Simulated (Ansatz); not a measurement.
**A computed series for Au: pressure series**

Take Au in the fcc (Cu type) structure (space group Fm-3m, No. 225; a = 4.0834 Å) as the base.

Cell and atoms are relaxed at each pressure.

Level of theory: PBEsol/PAW in Ansatz (a quantum-chemistry and plane-wave program), no spin-orbit coupling.

```tsv
change	shortest interatomic distance	density
base	2.887 Å	19.21 g/cm³
pressure −2 GPa	2.899 Å	18.99 g/cm³
pressure −1 GPa	2.893 Å	19.10 g/cm³
pressure 1.8 GPa	2.878 Å	19.41 g/cm³
pressure 4.2 GPa	2.866 Å	19.65 g/cm³
pressure 9 GPa	2.844 Å	20.11 g/cm³
pressure 18 GPa	2.810 Å	20.85 g/cm³
pressure 30 GPa	2.773 Å	21.70 g/cm³
pressure 45 GPa	2.735 Å	22.61 g/cm³
pressure 60 GPa	2.704 Å	23.40 g/cm³
```

Load acts through the strain it causes; cell and atoms are relaxed under it. No phonon test of stability was made. Competing high-pressure phases were not computed.
